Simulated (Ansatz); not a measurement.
The parent structure is ZrO2 (space group P4_2/nmc, No. 137; a = 3.584 Å, c = 5.177 Å).

Now apply this change: every Zr is replaced by Hf, then cell and atoms are relaxed.

Levels (all Ansatz, a program for electronic structure, PAW): PBEsol (420 eV, without spin-orbit coupling); r2SCAN (500 eV, spin-orbit coupling left out); HSE06 (420 eV, scalar-relativistic without spin-orbit coupling).

One geometry, relaxed with PBEsol, under each level:

```tsv
level	band gap	lowest conduction level above the VBM at special points	pressure
PBEsol	4.57 eV	Γ 4.57 eV; X 5.02 eV; R 5.18 eV; Z 5.29 eV	0.00 GPa
r2SCAN	?	?	?
HSE06	6.34 eV	Γ 6.34 eV; X 6.80 eV; R 6.99 eV	–
```

### Question
Give the withheld r2SCAN results.

### Answer

- r2SCAN, band gap: 5.23 eV
- r2SCAN, lowest conduction level above the VBM at special points: Γ 5.23 eV; X 5.62 eV; R 5.78 eV; Z 5.91 eV
- r2SCAN, pressure: 2.17 GPa

Single points use the geometry relaxed with PBEsol. Their cutoffs differ, which shifts pressures a little. The hybrid gap comes from the SCF mesh plus the semilocal run's edge points and a few special points and is an upper bound. With Hf present, leaving out spin-orbit coupling can change the band edges. Whether these cells are dynamically stable was not tested. This is not the structure that HfO2 has at room temperature and ambient pressure. This is not the structure that ZrO2 has at room temperature and ambient pressure.
